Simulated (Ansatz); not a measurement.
System: ZnSnO3 (Pnma, No. 62, 20 atoms in the cell; start mp-1337169). Method: HSE06 (plane waves, PAW; Ansatz, an electronic-structure program).

Run with plane-wave cutoff 460 eV, 4×4×4 k mesh, Fermi–Dirac smearing 0.01 eV, scalar-relativistic PAW data made under PBE.

Cell (relaxed with PBEsol):

```cif
data_O12Sn4Zn4
_chemical_formula_sum 'Zn4 Sn4 O12'
_space_group_name_H-M_alt 'P 1'
_space_group_IT_number 1
_cell_length_a 5.31585
_cell_length_b 7.82367
_cell_length_c 5.30358
_cell_angle_alpha 90.000
_cell_angle_beta 90.000
_cell_angle_gamma 90.000
loop_
_space_group_symop_operation_xyz
  'x, y, z'
loop_
_atom_site_label
_atom_site_type_symbol
_atom_site_fract_x
_atom_site_fract_y
_atom_site_fract_z
_atom_site_occupancy
Zn1 Zn 0.02925 0.75000 0.00860 1
Zn2 Zn 0.97075 0.25000 0.99140 1
Zn3 Zn 0.47075 0.25000 0.50860 1
Zn4 Zn 0.52925 0.75000 0.49140 1
Sn1 Sn 0.00000 0.50000 0.50000 1
Sn2 Sn 0.50000 0.50000 0.00000 1
Sn3 Sn 0.50000 0.00000 0.00000 1
Sn4 Sn 0.00000 0.00000 0.50000 1
O1 O 0.59617 0.25000 0.87294 1
O2 O 0.40383 0.75000 0.12706 1
O3 O 0.90383 0.75000 0.37294 1
O4 O 0.09617 0.25000 0.62706 1
O5 O 0.32879 0.92914 0.66710 1
O6 O 0.67121 0.07086 0.33290 1
O7 O 0.17121 0.07086 0.16710 1
O8 O 0.82879 0.92914 0.83290 1
O9 O 0.82879 0.57086 0.83290 1
O10 O 0.17121 0.42914 0.16710 1
O11 O 0.67121 0.42914 0.33290 1
O12 O 0.32879 0.57086 0.66710 1
```

Q: Predict the band gap and smallest direct gap on the k points sampled.

A: 
band gap: 3.00 eV
smallest direct gap on the k points sampled: 3.04 eV

Note: cell and atoms aren't relaxed at this level (pressure -1.3 GPa).

Spin–orbit coupling is not included.

The computed numbers hold no vibrational or temperature effects.

Cost on a shared machine: about 14 core-minutes (a rough figure).

A start named mp-… is a Materials Project structure, which need not be a measured phase.
